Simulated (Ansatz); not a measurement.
Ti3In (I4/mmm), PBEsol, DFPT electron-phonon coupling, linearised Boltzmann equation (Ansatz, a quantum-chemistry and plane-wave program). Phonon-limited resistivity 30.2 μΩ·cm at 300 K along y (a = (-2.01, 2.01, 4.32) Å; b = (2.01, -2.01, 4.32) Å; c = (2.01, 2.01, -4.32) Å), current-weighted mean free path 4.1 nm, Drude plasma energy 3.67 eV.

Question: Estimate the resistivity of a 20 nm square wire with diffuse walls from ρ ≈ ρ₀(1 + 3ℓ/4d).

Answer: 1 + 0.75 × 4.1/20 = 1.15, so ρ ≈ 34.8 μΩ·cm and a line 1 μm long has 871 Ω. The formula is the free-electron limit for d well above ℓ; grain boundaries add to it.

Question: What Drude relaxation time do resistivity and plasma energy imply?

Answer: ω_p = 5.58e15 s⁻¹, so τ = 1/(ε₀ ω_p² ρ) = 12.0 fs, a damping ħ/τ of 54.7 meV.

Question: What is the classical skin depth at 10 GHz (nonmagnetic, μ₀ = 1.257×10⁻⁶ H/m)?

Answer: δ = √(ρ/(π f μ₀)) = 2770 nm.

A metal at this level (no band gap). Only scattering by harmonic phonons is included (no impurities, grain boundaries, electron-electron scattering or thermal expansion). Spin-orbit coupling is left out. Values near or above 100 μΩ·cm, or paths under about 2 nm, lie near resistivity saturation, where the Boltzmann equation overshoots. Halving the electron mesh (20x20x20) moves the resistivity by up to 5 % at 300 K, the mean free path by up to 6 %. Smearing 0.20 eV; phonons on a 5x5x5 q mesh, which this run doesn't test.

Computed structure with no diffraction record at hand here (it may be known, metastable or hypothetical): Ti3In (I4/mmm).
